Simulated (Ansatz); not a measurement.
Take AlN in the zinc blende structure (space group F-43m, No. 216) as the base.

```
AlN
1.0
    0.00000     2.17113     2.17113
    2.17113     0.00000     2.17113
    2.17113     2.17113     0.00000
Al N
1 1
Direct
  0.00000   0.00000   0.00000
  0.25000   0.25000   0.25000
```

Cartesian axes are those of the cell as printed.

Level of theory: Ansatz (a quantum-chemistry and plane-wave program) LDA, scalar-relativistic without spin-orbit coupling.

Strains are applied to the cell and any free atomic positions relax; under biaxial strain the out-of-plane vector relaxes too.

One change was made to it. Results:

The band gap decreases by 0.34 eV (3.25 eV → 2.91 eV); the smallest direct gap shrinks by 0.39 eV, from 4.39 eV to 4.00 eV.

Q: Which of these changes matches the shifts?
A. biaxial strain +1.50 %, plane normal [001], relaxed out of plane
B. biaxial strain +3.00 %, plane normal [001], relaxed out of plane
C. biaxial strain −2.50 %, plane normal [001], relaxed out of plane

A: B, biaxial strain +3.00 %, plane normal [001], relaxed out of plane. For comparison, the band gap in the other runs: biaxial strain +1.50 %, plane normal [001], relaxed out of plane gives 3.07 eV; biaxial strain −2.50 %, plane normal [001], relaxed out of plane gives 3.09 eV.

No phonon test of stability was made. This is not the structure that AlN has at room temperature and ambient pressure.
